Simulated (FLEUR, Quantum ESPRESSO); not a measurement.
A FLEUR input for a self-consistent single point of LaAlH6 (R-3m, 8 atoms in the cell) (DFT, PBEsol, all-electron FLAPW (FLEUR), scalar-relativistic valence):

Input of the input generator:

```
LaAlH6 crystal
&input film=f /
6.1875110042 3.5723611439 3.9828170159
-6.1875110042 3.5723611439 3.9828170159
0.0000000000 -7.1447222877 3.9828170159
1.0
1.0 1.0 1.0

8
57 0.5000000000 0.5000000000 0.5000000000
13 -0.0000000000 -0.0000000000 -0.0000000000
1 0.9399500000 0.2918300000 0.2918300000
1 0.0600500000 0.7081700000 0.7081700000
1 0.2918300000 0.9399500000 0.2918300000
1 0.7081700000 0.0600500000 0.7081700000
1 0.2918300000 0.2918300000 0.9399500000
1 0.7081700000 0.7081700000 0.0600500000

&comp jspins=1 /
&exco xctyp='PBEs' /
&kpt div1=6 div2=6 div3=6 gamma=t /
&end /
```

```xml
<?xml version="1.0" encoding="UTF-8" standalone="no"?>
<fleurInput fleurInputVersion="0.39">
   <comment>
      LaAlH6 crystal                                                                                      
   </comment>
   <calculationSetup>
      <cutoffs Kmax="4.8" Gmax="19.2" GmaxXC="19.2" numbands="0"/>
      <scfLoop itmax="100" minDistance="0.00001" maxIterBroyd="15" imix="Anderson" alpha="0.05" precondParam="0.0" spinf="2.0"/>
      <coreElectrons ctail="T" frcor="F" kcrel="0" coretail_lmax="0"/>
      <xcFunctional name="PBEs" relativisticCorrections="F"/>
      <magnetism jspins="1"/>
      <soc l_soc="F" theta="0.0" phi="0.0" spav="F"/>
      <expertModes spex="0" secvar="F"/>
      <geometryOptimization l_f="T" forcealpha="1.0" forcemix="BFGS" epsdisp="0.00001" epsforce="0.00001"/>
      <ldaU l_linMix="F" mixParam="0.05" spinf="1.0"/>
   </calculationSetup>
   <cell>
      <bzIntegration valenceElectrons="20.0" mode="hist" fermiSmearingEnergy="0.0001">
         <kPointListSelection listName="default-1"/>
         <!-- k-points included here -->
         <xi:include xmlns:xi="http://www.w3.org/2001/XInclude" href="kpts.xml"> </xi:include>
      </bzIntegration>
      <!-- symmetry operations included here -->
      <xi:include xmlns:xi="http://www.w3.org/2001/XInclude" href="sym.xml"> </xi:include>
      <bulkLattice scale="1.0">
         <bravaisMatrix>
            <row-1>    6.1875110042000001     3.5723611438999998     3.9828170158999998</row-1>
            <row-2>   -6.1875110042000001     3.5723611438999998     3.9828170158999998</row-2>
            <row-3>    0.0000000000000000    -7.1447222876999996     3.9828170158999998</row-3>
         </bravaisMatrix>
      </bulkLattice>
   </cell>
   <atomSpecies>
      <species name="Lanthanum (La)" element="La" atomicNumber="57">
         <mtSphere radius="2.63" gridPoints="925" logIncrement="0.014"/>
         <atomicCutoffs lmax="10" lnonsphr="8"/>
         <electronConfig flipSpins="F">
            <coreConfig>(1s1/2) (2s1/2) (2p1/2) (2p3/2) (3s1/2) (3p1/2) (3p3/2) (4s1/2) (3d3/2) (3d5/2) (4p1/2) (4p3/2) (4d3/2) (4d5/2)</coreConfig>
            <valenceConfig>(5s1/2) (5p1/2) (5p3/2) (6s1/2) (5d3/2) (5d5/2)</valenceConfig>
            <stateOccupation state="(5d3/2)" spinUp="0.2" spinDown="0.2"/>
            <stateOccupation state="(5d5/2)" spinUp="0.3" spinDown="0.3"/>
         </electronConfig>
         <energyParameters s="6" p="6" d="5" f="4"/>
         <lo type="SCLO" l="0" n="5" eDeriv="0"/>
         <lo type="SCLO" l="1" n="5" eDeriv="0"/>
      </species>
      <species name="Aluminum (Al)" element="Al" atomicNumber="13">
         <mtSphere radius="1.79" gridPoints="631" logIncrement="0.018"/>
         <atomicCutoffs lmax="8" lnonsphr="6"/>
         <electronConfig flipSpins="F">
            <coreConfig>(1s1/2) (2s1/2) (2p1/2) (2p3/2)</coreConfig>
            <valenceConfig>(3s1/2) (3p1/2) (3p3/2)</valenceConfig>
            <stateOccupation state="(3p1/2)" spinUp="0.1666666666667" spinDown="0.1666666666667"/>
            <stateOccupation state="(3p3/2)" spinUp="0.3333333333333" spinDown="0.3333333333333"/>
         </electronConfig>
         <energyParameters s="3" p="3" d="3" f="4"/>
      </species>
      <species name="Hydrogen (H)" element="H" atomicNumber="1">
         <mtSphere radius="1.19" gridPoints="421" logIncrement="0.02"/>
         <atomicCutoffs lmax="6" lnonsphr="4"/>
         <electronConfig flipSpins="F">
            <coreConfig></coreConfig>
            <valenceConfig>(1s1/2)</valenceConfig>
            <stateOccupation state="(1s1/2)" spinUp="0.5" spinDown="0.5"/>
         </electronConfig>
         <energyParameters s="1" p="2" d="3" f="4"/>
      </species>
   </atomSpecies>
   <atomGroups>
      <atomGroup species="Lanthanum (La)">
         <relPos label="                   1">1.000/2.000 1.000/2.000 1.000/2.000</relPos>
         <force calculate="T" relaxXYZ="TTT"/>
      </atomGroup>
      <atomGroup species="Aluminum (Al)">
         <relPos label="                   2">.0000000000 .0000000000 .0000000000</relPos>
         <force calculate="T" relaxXYZ="TTT"/>
      </atomGroup>
      <atomGroup species="Hydrogen (H)">
         <relPos label="                   3">-.0600500000 .2918300000 .2918300000</relPos>
         <relPos label="                   4">.0600500000 -.2918300000 -.2918300000</relPos>
         <relPos label="                   5">.2918300000 -.0600500000 .2918300000</relPos>
         <relPos label="                   6">-.2918300000 .0600500000 -.2918300000</relPos>
         <relPos label="                   7">.2918300000 .2918300000 -.0600500000</relPos>
         <relPos label="                   8">-.2918300000 -.2918300000 .0600500000</relPos>
         <force calculate="T" relaxXYZ="TTT"/>
      </atomGroup>
   </atomGroups>
   <output dos="F" band="F" slice="F">
      <checks vchk="F" cdinf="F"/>
      <bandDOS minEnergy="-.5*Htr" maxEnergy="0.5*Htr" sigma="0.015" storeEVData="T"/>
      <vacuumDOS vacdos="F" integ="F" star="F" nstars="0" locx1="0.0" locy1="0.0" locx2="0.0" locy2="0.0" nstm="0" tworkf="0.0"/>
      <unfoldingBand unfoldBand="F" supercellX="1" supercellY="1" supercellZ="1"/>
      <plotting iplot="0" polar="F">
         <plot TwoD="T" vec1="  1.0  0.0  0.0" vec2="  0.0  1.0  0.0" vec3="  0.0  0.0  1.0" zero="  0.0  0.0  0.0" file="plot"/>
      </plotting>
      <chargeDensitySlicing numkpt="0" minEigenval="0.0" maxEigenval="0.0" nnne="0" pallst="F"/>
      <specialOutput eonly="F"/>
      <magneticCircularDichroism mcd="F" energyLo="-10.0" energyUp="0.0"/>
   </output>
  <!-- We include the file relax.xml here to enable relaxations (see documentation) -->
  <xi:include xmlns:xi="http://www.w3.org/2001/XInclude" href="relax.xml"> <xi:fallback/> </xi:include>
</fleurInput>
```

**Question.** Give the Quantum ESPRESSO input for the same structure, mesh, smearing and functional.

**Answer.** This is the input that was run; spellings and numerical settings could be chosen otherwise.

```fortran
&CONTROL
 calculation = 'scf'
 prefix = 'LaAlH6'
 outdir = './out'
 pseudo_dir = './'
 tprnfor = .true.
 tstress = .true.
/
&SYSTEM
 ibrav = 0
 nat = 8
 ntyp = 3
 ecutwfc = 40
 ecutrho = 200
 occupations = 'fixed'
 nbnd = 14
/
&ELECTRONS
 conv_thr = 1.0d-10
 mixing_beta = 0.5
/
ATOMIC_SPECIES
La   138.9055  la_pbesol_v1.uspp.F.UPF
Al    26.9815  al_pbesol_v1.uspp.F.UPF
H      1.0080  h_pbesol_v1.4.uspp.F.UPF
ATOMIC_POSITIONS {crystal}
La    0.500000000    0.500000000    0.500000000
Al    0.000000000    0.000000000    0.000000000
H     0.939950000    0.291830000    0.291830000
H     0.060050000    0.708170000    0.708170000
H     0.291830000    0.939950000    0.291830000
H     0.708170000    0.060050000    0.708170000
H     0.291830000    0.291830000    0.939950000
H     0.708170000    0.708170000    0.060050000
K_POINTS {automatic}
6 6 6  0 0 0
CELL_PARAMETERS {angstrom}
   3.274289816     1.890412106     2.107616000
  -3.274289816     1.890412106     2.107616000
   0.000000000    -3.780824213     2.107616000
```

Basis, cutoffs, solver keys and any potentials are the target program's own. This input uses DFT, PBEsol, plane waves, GBRV 1.5 ultrasoft (PBESOL) pseudopotentials.

The starting cell comes from a database of computed structures (which also holds hypothetical and non-ambient phases and stackings), without a prior relaxation at this level. Its lattice was rescaled by a random factor within 2.5 % of one.
